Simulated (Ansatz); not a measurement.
Take ZrS2 in the CdI2 type structure (space group P-3m1, No. 164; a = 3.635 Å, c = 5.720 Å; layered, stacked along the Cartesian z axis) as the base. Axes: x lies along a and z along c of the hexagonal cell.

The values are results of Ansatz (a program for electronic structure), PBE-D3(BJ), PAW, cutoff 420 eV, without spin-orbit coupling, not measurements.

For the base:

The pressure is 0.00 GPa and the smallest direct gap comes out as 1.41 eV.

It is then changed as follows: the cell is stretched by 0.50 % along z with no lateral relaxation, atoms relaxed at fixed cell.

Task: How does this affect the pressure?

Result: The pressure (mean of the normal stresses, compression positive) goes from zero to -0.10 GPa.

Task: Estimate the effect on the smallest direct gap.

Result: The smallest direct gap grows by 0.03 eV, from 1.41 eV to 1.44 eV.

Task: Estimate the effect on the energy relative to the base.

Result: The energy hardly moves.

The cells carry an imposed strain or load. No phonon test of stability was made.
